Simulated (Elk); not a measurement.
Band structure of Nd2AlNi2 (Immm, 5 atoms in the cell).

```yaml
crystal:
  lattice:
    - [-2.12584, 2.72950, 4.29820]
    - [2.12584, -2.72950, 4.29820]
    - [2.12584, 2.72950, -4.29820]
  atoms:
    - { symbol: Nd, position: [0.70114, 0.20114, 0.50000], spin: 3.0 }
    - { symbol: Nd, position: [0.29886, 0.79886, 0.50000], spin: 3.0 }
    - { symbol: Al, position: [0.00000, 0.00000, 0.00000] }
    - { symbol: Ni, position: [0.74119, 0.50000, 0.24119] }
    - { symbol: Ni, position: [0.25881, 0.50000, 0.75881] }
```
(The spins are starting values, not results.)

Method of the run: Elk with PBEsol, all-electron FP-LAPW, Elk's shipped species files, APW+lo basis with extra local orbitals.

Settings: xctype = 22; spinpol = true; rgkmax = 7.5; stype = 0; swidth = 0.00183747 Ha; ngridk = 5 5 5; reducebf = 0.8; gmaxvr = 14 1/bohr; nxlo = 2; lorbcnd = true; lmaxi = 3; nempty = 10 per atom; bfcmt = [[0.0, 0.0, -1.5], [0.0, 0.0, -1.5], [0.0, 0.0, 0.0], [0.0, 0.0, 0.0], [0.0, 0.0, 0.0]].

The starting cell comes from a database of computed structures (which also holds hypothetical and non-ambient phases and stackings), without a prior relaxation at this level. Spin-orbit coupling is off. The magnetic order is the one reached from the typed start; others were not searched systematically. With U or open f shells several self-consistent states can exist. The f electrons are in the valence without U or exact exchange, which can misplace them near the Fermi level. Spin-orbit terms, which matter for f shells, are left out. Values depend on the basis (sphere radii, cutoffs, local orbitals), which need not be converged.

Levels in eV from the Fermi level, bands 28 to 35 of the first spin channel:
```
point     28     29     30     31     32    33    34    35
-----  -----  -----  -----  -----  -----  ----  ----  ----
Γ      -1.21  -0.72  -0.54  -0.28   0.09  0.59  0.69  0.70
X      -1.29  -1.18  -0.66  -0.40  -0.23  0.65  0.84  1.28
L      -1.50  -1.47  -1.07  -0.25  -0.22  1.00  1.09  1.37
T      -1.72  -1.72  -1.08  -0.65   0.25  0.56  1.41  1.50
W      -1.71  -1.63  -1.40  -1.21   0.69  1.19  1.28  1.30
R      -1.43  -1.23  -0.73  -0.18   0.14  0.64  0.83  1.09
X1     -1.29  -1.18  -0.66  -0.40  -0.23  0.65  0.84  1.28
Z      -1.56  -1.23  -1.21   0.71   0.73  1.03  1.28  1.57
Y      -1.58  -1.56  -1.17   0.28   0.83  0.86  1.46  1.48
S      -1.73  -1.73  -0.41  -0.01   0.48  1.07  1.12  1.47
```

Bands cross the Fermi level along this path, so the cell is metallic at this level.

The net moment of the cell came out as 7.08 μB.
